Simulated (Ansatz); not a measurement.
Tunnelling through a barrier is set by its complex band structure: the current falls as exp(−2κd) with the smallest κ.

Here is the system:

```
AgBr
1.0
    4.09015     0.00000     0.00000
    0.00000     4.09015     0.00000
    2.04507    -2.04507     2.89217
Ag Br
1 1
Direct
  0.00000   0.00000   0.00000
  0.50000   0.50000   0.00000
```

The cell is taken as given; by PBEsol it stands under a pressure of -2.6 GPa.

Transport runs along the normal of the first two printed cell vectors, the (001) plane of the conventional cell.

The gap is the functional's own. No spin-orbit coupling. Mid-gap values are those at the computed energy nearest the middle.

**Question.** Predict the band gap and the smallest decay constant κ at mid-gap from PBEsol (Ansatz, a program for electronic structure).

**Answer.** Gap 0.51 eV on a 10×10×10 mesh; κ = 0.103 1/Å, at the zone centre.
